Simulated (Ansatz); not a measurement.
Ti3Al (model structure, started from the D019 type, P6₃/mmc, No. 194, 8 atoms in the cell): properties by level of theory

| level (code) | lattice parameter a (Å) | lattice parameter c (Å) |
|---|---|---|
| PBE (Ansatz) | (withheld) | 4.656 |
| PBEsol (Ansatz) | (withheld) | (withheld) |
| PBE-D3(BJ) (Ansatz) | 5.663 | 4.588 |

### Question
Fill in the missing entries.

### Answer

- PBE (Ansatz, an electronic-structure program), lattice parameter a (Å): 5.759
- PBEsol (Ansatz), lattice parameter a (Å): 5.690
- PBEsol (Ansatz), lattice parameter c (Å): 4.609

Ansatz's density-functional and Hartree–Fock values are scalar-relativistic unless marked +SOC, with PAW data made under PBE.

The computed numbers hold no vibrational or temperature effects.

A model structure was made by putting elements into a prototype or built by hand; here it ended with the formula and space group of a phase in our tables.
